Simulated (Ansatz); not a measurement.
The starting structures come from a database of crystals and need not be the phases stable at ambient conditions.

**Evanescent states of YAgTe$_{2}$ (P-42_1m, 8 atoms a cell, 29.9 Å³ an atom) along the normal of (001)**

Method: r2SCAN (plane waves, PAW; Ansatz, a program for electronic structure).

No gap correction and no spin-orbit coupling; mid-gap is the computed energy nearest the middle.

Energies count from the valence-band top; κ is the least over a 4×4 mesh across the current.

```tsv
E (eV)	κ (1/Å)	where
0.04	0.057	Γ
0.10	0.099	Γ
0.17	0.127	Γ
0.24	0.149	Γ
0.32	___	Γ
0.39	___	Γ
0.46	___	Γ
0.53	___	Γ
0.59	___	Γ
0.67	___	Γ
0.73	___	Γ
0.81	___	Γ
0.88	0.110	Γ
0.94	0.096	Γ
1.01	0.078	Γ
1.08	0.049	Γ
```

Task: What belongs in the gaps?

Result: 
- 0.32, κ (1/Å): 0.157
- 0.39, κ (1/Å): 0.155
- 0.46, κ (1/Å): 0.152
- 0.53, κ (1/Å): 0.148
- 0.59, κ (1/Å): 0.143
- 0.67, κ (1/Å): 0.137
- 0.73, κ (1/Å): 0.130
- 0.81, κ (1/Å): 0.121
